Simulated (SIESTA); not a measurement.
**Several settings converged on In2Se3 (P1, 5 atoms in the cell)**

```
CELL_PARAMETERS angstrom
      3.96348     0.00000     0.00000
      1.98014     3.43370     0.00000
      0.01639     0.02825     9.83448
ATOMIC_POSITIONS crystal
  In 0.33315 0.33413 0.81545
  In 0.66685 0.66583 0.18963
  Se 0.00000 0.00000 0.00000
  Se 0.33344 0.33118 0.32365
  Se 0.66656 0.66882 0.67635
```

Base method: GGA PBEsol, numerical atomic orbitals TZP, PseudoDojo PBEsol standard norm-conserving potentials (rewritten from UPF to PSML) (SIESTA 5.4.2).

Base settings: XC.functional = GGA; XC.authors = PBEsol; potentials = PseudoDojo PBEsol standard; PAO.BasisSize = TZP; PAO.EnergyShift = 0.01 Ry; MeshCutoff = 350 Ry; kgrid.MonkhorstPack = 3 3 1; OccupationFunction = MP; OccupationMPOrder = 0; ElectronicTemperature = 200 meV.

**Shifted k-point meshes**

Only quantities that move along the ladder and can be compared are tabulated.

| kgrid.MonkhorstPack | free energy less the last step's (meV/atom) | pressure (GPa) | largest difference of a force vector from the last step's (eV/Å) |
|---|---|---|---|
| 2 2 1 shifted by 0.5 0.5 0.5 | -146.85 | -0.90 | 0.316 |
| 4 4 2 shifted by 0.5 0.5 0.5 | -8.90 | 0.07 | 0.018 |
| 6 6 2 shifted by 0.5 0.5 0.5 | -1.12 | 0.16 | 0.010 |
| 8 8 3 shifted by 0.5 0.5 0.5 | -0.15 | 0.17 | 0.004 |
| 10 10 4 shifted by 0.5 0.5 0.5 | -0.02 | 0.18 | 0.002 |
| 12 12 5 shifted by 0.5 0.5 0.5 | 0.00 | 0.18 | 0.001 |
| 15 15 6 shifted by 0.5 0.5 0.5 | 0.00 | 0.18 | 0.000 |
| 21 21 8 shifted by 0.5 0.5 0.5 | 0.00 | 0.18 | 0.000 |

Coarsest kgrid.MonkhorstPack that holds the forces within 0.02 eV/Å of the last step, with all finer ones: 4 4 2 shifted by 0.5 0.5 0.5; the step before is off by 0.32 eV/Å.

Coarsest kgrid.MonkhorstPack that holds the free energy within 5 meV/atom of the last step, with all finer ones: 6 6 2 shifted by 0.5 0.5 0.5; the step before is off by 8.9 meV/atom.

Coarsest kgrid.MonkhorstPack that holds the pressure within 0.5 GPa of the last step, with all finer ones: 4 4 2 shifted by 0.5 0.5 0.5; the step before is off by 1.1 GPa.

**The width of Gaussian smearing**

The mesh stays at the base's, so the ladder's end is converged at best in this setting alone.

Only quantities that move along the ladder and can be compared are tabulated; the gap is left out on so coarse a mesh.

| ElectronicTemperature | free energy less the last step's (meV/atom) | pressure (GPa) | largest difference of a force vector from the last step's (eV/Å) |
|---|---|---|---|
| 1000 meV | -74.05 | 2.09 | 0.448 |
| 500 meV | -6.67 | 1.37 | 0.151 |
| 100 meV | 0.00 | 1.19 | 0.000 |
| 20 meV | 0.00 | 1.19 | 0.000 |

Widest ElectronicTemperature that holds the free energy within 1 meV/atom of the last step, with all finer ones: 100 meV; the step before is off by 6.7 meV/atom.

Widest ElectronicTemperature that holds the pressure within 0.5 GPa of the last step, with all finer ones: 500 meV; the step before is off by 0.90 GPa.

Widest ElectronicTemperature that holds the forces within 0.02 eV/Å of the last step, with all finer ones: 100 meV; the step before is off by 0.15 eV/Å.

**The SCF threshold**

In this ladder: SCF.DM.Tolerance = default; SCF.DM.Converge = false; SCF.H.Converge = false; SCF.FreeE.Converge = true.

The mesh stays at the base's, so the ladder's end is converged at best in this setting alone.

Only quantities that move along the ladder and can be compared are tabulated; the gap is left out on so coarse a mesh.

```csv
SCF.FreeE.Tolerance,free energy less the last step's (meV/atom),pressure (GPa),largest difference of a force vector from the last step's (eV/Å)
1.0E-01 eV,1.52,1.28,0.248
1.0E-02 eV,1.52,1.28,0.248
1.0E-03 eV,1.52,1.28,0.248
1.0E-04 eV,0.00,1.20,0.001
1.0E-05 eV,0.00,1.20,0.000
1.0E-07 eV,0.00,1.20,0.000
1.0E-10 eV,0.00,1.19,0.000
1.0E-12 eV,0.00,1.19,0.000
```

Coarsest SCF.FreeE.Tolerance that holds the pressure within 0.05 GPa of the last step, with all finer ones: 1.0E-04 eV; the step before is off by 0.09 GPa.

Coarsest SCF.FreeE.Tolerance that holds the free energy within 1 meV/atom of the last step, with all finer ones: 1.0E-04 eV; the step before is off by 1.5 meV/atom.

Coarsest SCF.FreeE.Tolerance that holds the forces within 0.01 eV/Å of the last step, with all finer ones: 1.0E-04 eV; the step before is off by 0.25 eV/Å.

On the base run: the starting cell comes from a database of computed structures (which also holds hypothetical and non-ambient phases and stackings), without a prior relaxation at this level. Its lattice was rescaled by up to half a per cent. One atom was moved a little off its site on purpose. Values carry the incompleteness of an atom-centred basis.
